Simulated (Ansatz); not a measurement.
# Ag: uniaxial strain ε_zz = +1.50 %

Consider Ag in the fcc (Cu type) structure (space group Fm-3m, No. 225; a = 4.1043 Å; relaxed with 0.1 eV smearing). Axes: x, y, z lie along the cube axes.

The change: uniaxial strain ε_zz = +1.50 %, all other strain components held at zero; the atoms relax in the strained cell.

Calculations: r2SCAN in Ansatz (plane waves to 500 eV, PAW, spin-orbit coupling left out). Γ-centred 28×28×28 mesh, Fermi–Dirac width 0.1 eV.

The volume per atom rises by 0.26 Å³, from 17.28 Å³ to 17.54 Å³ and the space group changes from Fm-3m (No. 225) to I4/mmm (No. 139). The shortest interatomic distance remains 2.902 Å and the energy goes up by 1.5 meV/atom. The band gap is still zero and the stress (xx, yy, zz, yz, xz, xy; compression positive) comes out as (-1.3, -1.3, -1.8, 0.0, 0.0, 0.0) GPa.

Final structure:

```xyz
1
Lattice="0.0000 2.0521 2.0829 2.0521 0.0000 2.0829 2.0521 2.0521 0.0000" Properties=species:S:1:pos:R:3 pbc="T T T"
Ag     0.0000     0.0000     0.0000
```

No phonon test of stability was made.

Ansatz is a first-principles code.
